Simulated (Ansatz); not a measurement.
# AuZn: energy against volume

AuZn (CsCl type, Pm-3m, 16.182 Å³/atom and stress up to 0.01 GPa in the relaxed cell, cube axes along x, y and z) under hydrostatic pressure, with the cell free. PBE in Ansatz, a plane-wave DFT program (PAW, default set), 420 eV, 15×15×15 Γ-centred mesh, Fermi-Dirac smearing 0.05 eV; ions are relaxed, or left where forces stay under 0.02 eV/Å, within the symmetry of each cell.

Here V stands for volume and E for E less E0.

```
volume (Å³/atom)  E less E0 (meV/atom)  pressure (GPa)
----------------  --------------------  --------------
16.4786                           1.88           -2.01
16.3265                           0.45           -1.01
16.1817                           0.00            0.00
16.0608                           0.34            0.89
15.9077                           1.77            2.08
15.6240                           7.57            4.50
15.1693                          26.56            9.00
14.6692                              ?               ?
```

Q: Using the third-order Birch-Murnaghan form, a cubic in V^(-2/3), estimate the missing E at V = 14.6692 from the other rows, showing the fit.

A: With u = V^(-2/3) - 0.1578, the rows have u = -0.0033742, -0.0024166, -0.0014910, -0.0007076, 0.0002987, 0.0022068, 0.0053885. Least squares gives E = 1.227 + 1641.2·u + 553005·u² + 2761903·u³. Residuals (row less fit): 0.001, -0.001, 0.000, -0.002, 0.003, -0.002, 0.000; standard error 0.003 (degrees of freedom: 3). Its minimum lies at u = -0.0015008, so V0 = (0.1562992)^(-3/2) = 16.18. There d²E/du² = 1081000 and d³E/du³ = 1.657e7, so B0 = (4/9) × 16.18^(-7/3) × 1081000 × 0.160218 = 116 GPa (the last factor turns the table's units into GPa), and B0' = 4 + (2/3) × 0.1562992 × (1.657e7)/1081000 = 5.6. B0' rests on the cubic coefficient alone and has a standard error of 0.1 from these residuals. At the withheld row, u = 0.0090767, so E = 1.227 + 1641.2 × 0.0090767 + 553005 × 0.0090767² + 2761903 × 0.0090767³ = 63.749 meV/atom. The calculation gives 63.73 meV/atom, 0.019 meV/atom below the prediction (0.0 % of the range of E in the table). The row lies outside the fitted rows, so this is an extrapolation. The scatter of the fitted rows lies at the last printed digit.

In a metal these values are sensitive to mesh and smearing; energies are taken to zero smearing, stresses follow the free energy. Spin-orbit coupling is left out, which can shift these values for the heavy elements here. Other structures, which can take over under pressure, weren't tried. The same form fitted to the pressure column gives B0' = 5.6; series where the two differ by over 0.4 aren't shown. Rows are the converged runs of the series near zero and its far end, less any whose ions stayed unrelaxed beside relaxed ones; series whose fitted rows scatter by over a few per cent of the range, as at a crossing or softening among them, aren't shown in this form.
